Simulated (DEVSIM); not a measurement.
System: Schottky contact on p-type Si, at 300 K.

Layer 1 from the left is Si, thickness (μm) 0.580, Na (cm⁻³) 5.7e16, τn (s) 9.8e-6, τp (s) 9.8e-6.

Left contact: Schottky, work function 4.474 eV, emission velocity 3.4e6 cm/s. Right contact: ohmic. Voltage is applied to the left contact. Recombination: SRH at mid-gap. Mobility is constant in doping.

Constants are typed, rounded textbook-type inputs, not results; the design itself was drawn at random and stands for no fabricated device. Values at 300 K.

Si: gap (eV) 1.124, affinity (eV) 4.05, permittivity 11.7, Nc (cm⁻³) 2.86e19, Nv (cm⁻³) 3.1e19, μn (cm²/Vs) 1417, μp (cm²/Vs) 470.

**Question.** Estimate by hand the built-in potential, the peak field at zero bias, the capacitance at 1 V, and compare with a numerical solution.

**Answer.** 
- Built-in potential: barrier φB = 0.700 eV; Vbi = φB − kT/q ln(N_band/N) = 0.537 V; numerical 0.537 V.
- Peak field at zero bias: depletion approximation: W = √(2εVbi/(qN)) = 0.110 μm with N = 5.70e16 cm⁻³; field = 2Vbi/W = 97300 V/cm; numerical 94500 V/cm (estimate above by 3.0 %).
- Capacitance at 1 V: C = √(qεN / 2(Vbi + |V|)) = 55.5 nF/cm²; numerical 56.0 nF/cm² (estimate below by 0.87 %).

DEVSIM, 1D drift-diffusion, Boltzmann statistics, complete ionisation; no tunnelling, impact ionisation, image-force lowering or self-heating. Metal contacts follow the ideal Schottky-Mott rule: no Fermi-level pinning, no interface dipoles.
